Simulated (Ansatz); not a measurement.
# BeS under a change: pressure 22.5 GPa

Take BeS in the zinc blende structure (space group F-43m, No. 216; a = 4.796 Å) as the base.

It is then changed as follows: a hydrostatic pressure of 22.5 GPa.

The values are results of LDA (Ansatz, a first-principles code, PAW, no SOC), not measurements. Settings: 12×12×12 k-points, 0.05 eV Fermi–Dirac smearing.

| quantity | base | changed | shift |
|---|---|---|---|
| density | 2.47 g/cm³ | 2.91 g/cm³ | +0.44 g/cm³ |
| shortest interatomic distance | 2.077 Å | 1.967 Å | -0.1095 Å |
| enthalpy H = E + PV relative to the base's energy | – | +1.77 eV/atom | – |
| band gap | 2.82 eV | 2.39 eV | -0.43 eV |
| gap character | indirect, Γ → X | indirect, Γ → X | – |
| width of the top valence band | 3.57 eV | 4.47 eV | +0.90 eV |
| electron mass | 0.80 mₑ along k, 0.28 mₑ across (at X) | 0.76 mₑ along k, 0.25 mₑ across (at X) | – |
| hole mass (degenerate bands, along [100]) | 0.34, 0.53, 0.53 mₑ (at Γ) | 0.36, 0.43, 0.43 mₑ (at Γ) | – |

Load acts through the strain it causes; cell and atoms are relaxed under it. Masses are band curvatures over ±0.01 Å⁻¹ around the edge. Along k means along the line from Γ to the band edge. Stability against distortions was not tested. No other phases were tried under pressure.
